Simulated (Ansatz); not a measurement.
The reference is a 12-atom supercell of Al₂Cu (space group I4/mcm, No. 140; a = 6.006 Å, c = 4.791 Å) at its relaxed geometry.

All numbers come from r2SCAN (Ansatz, an electronic-structure program; PAW; 500 eV plane waves; no SOC), earlier PAW set.

Before the change:

The pressure is 0.1 GPa.

It is then changed as follows: a neutral Li interstitial (started 1.73 Å from the nearest host atom), atoms relaxed at fixed cell, starting from a slightly rattled geometry.

Task: How does this affect the pressure?

Result: The pressure grows by 9.8 GPa (0.1 GPa → 9.9 GPa).

Task: Estimate the effect on the largest displacement of a host atom from its site in the perfect cell.

Result: The largest displacement of a host atom from its site in the perfect cell amounts to 0.83 Å.

Task: Estimate the effect on the final site of the added atom.

Result: The final site of the added atom is 6 Al at 2.27–2.68 Å and 4 Cu at 2.40–2.62 Å.

The cell is small, so the values are those of an ordered compound at a high defect concentration; dilute-limit values will differ. All final runs are without spin polarisation. The defect cell is not spin-polarised.
